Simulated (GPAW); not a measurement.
Band structure of PtSb2 (Pa-3, 12 atoms in the cell).

```
PtSb2
1.0
    6.47478     0.00000     0.00000
    0.00000     6.47478     0.00000
    0.00000     0.00000     6.47478
Sb Pt
8 4
Direct
  0.62500   0.87500   0.12500
  0.12500   0.62500   0.87500
  0.62500   0.62500   0.62500
  0.37500   0.37500   0.37500
  0.87500   0.12500   0.62500
  0.87500   0.37500   0.12500
  0.12500   0.87500   0.37500
  0.37500   0.12500   0.87500
  0.00000   0.50000   0.50000
  0.50000   0.00000   0.50000
  0.00000   0.00000   0.00000
  0.50000   0.50000   0.00000
```

Level of theory: PBE, GPAW PAW datasets PBE (gpaw-data 1.0.1) (plane waves; GPAW).

Settings: mode = pw; ecut = 550 eV; xc = PBE; kpts = 3 3 3; mesh shift (steps) = 0 0 0; occupations.name = fermi-dirac; occupations.width = 0.02 eV; nbands = -16; symmetry.symmorphic = false; symmetry.tolerance = 0.0005; maxiter = 100; bandpath_npoints = 50.

The starting cell has typed, rounded lattice constants, without a prior relaxation at this level. Its lattice was rescaled by a random factor within 2.5 % of one. Spin-orbit coupling is off. Spin polarisation is off.

Levels in eV from the Fermi level, bands 89 to 96:
```json
[
 {"point": "Γ", "89": "-1.80", "90": "-0.56", "91": "-0.56", "92": "-0.56", "93": "-0.08", "94": "-0.08", "95": "-0.08", "96": "0.88"},
 {"point": "X", "89": "-1.48", "90": "-1.48", "91": "-0.70", "92": "-0.70", "93": "0.72", "94": "0.72", "95": "1.45", "96": "1.45"},
 {"point": "M", "89": "-0.78", "90": "-0.78", "91": "-0.78", "92": "-0.78", "93": "1.67", "94": "1.67", "95": "1.67", "96": "1.67"},
 {"point": "R", "89": "-0.70", "90": "-0.70", "91": "-0.70", "92": "-0.70", "93": "-0.12", "94": "-0.12", "95": "-0.12", "96": "-0.12"}
]
```

Bands cross the Fermi level along this path, so the cell is metallic at this level.
